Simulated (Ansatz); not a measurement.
Density of states of ScPd₃ (Pm-3m) near the Fermi level, PBEsol, rigid bands (Ansatz, an electronic-structure program).

(E − E_F (eV), states/eV/cell): (-1.95, 8.27); (-1.85, 7.94); (-1.75, 7.85); (-1.65, 9.47); (-1.55, 11.4); (-1.45, 7.29); (-1.35, 5.59); (-1.25, 4.98); (-1.15, 4.72); (-1.05, 4.74); (-0.95, 4.12); (-0.85, 3.32); (-0.75, 2.71); (-0.65, 3.45); (-0.55, 3.96); (-0.45, 4.20); (-0.35, 5.12); (-0.25, 5.14); (-0.15, 3.91); (-0.05, 2.99); (0.05, 2.46); (0.15, 1.51); (0.25, 0.99); (0.35, 0.86); (0.45, 0.64); (0.55, 0.51); (0.65, 0.43); (0.75, 0.36); (0.85, 0.30); (0.95, 0.25); (1.05, 0.21); (1.15, 0.20); (1.25, 0.23); (1.35, 0.27); (1.45, 0.33); (1.55, 0.44); (1.65, 0.62); (1.75, 0.96); (1.85, 2.30); (1.95, 6.65)

Problem. With 4 atoms a cell, what bare Sommerfeld coefficient γ = (π²/3) k_B² N(E_F) follows?

Solution. N(E_F) ≈ 2.7 states/eV a cell at 300 K, so γ ≈ 1.60 mJ/(mol of atoms·K²), before many-body enhancement (phonons, spin fluctuations, correlation).

Problem. How far does the Fermi level move in a rigid band for 0.1 electron a cell added or removed?

Solution. 38 meV and -36 meV.

A metal at this level (no band gap); rigid bands, thermally averaged at 300 K, both spins. Spin-orbit coupling is left out. Geometry: cell and atoms relaxed with PBEsol.

Formula and space group known from diffraction (Crystallography Open Database), not checked to be the room-temperature form: ScPd3 (Pm-3m).
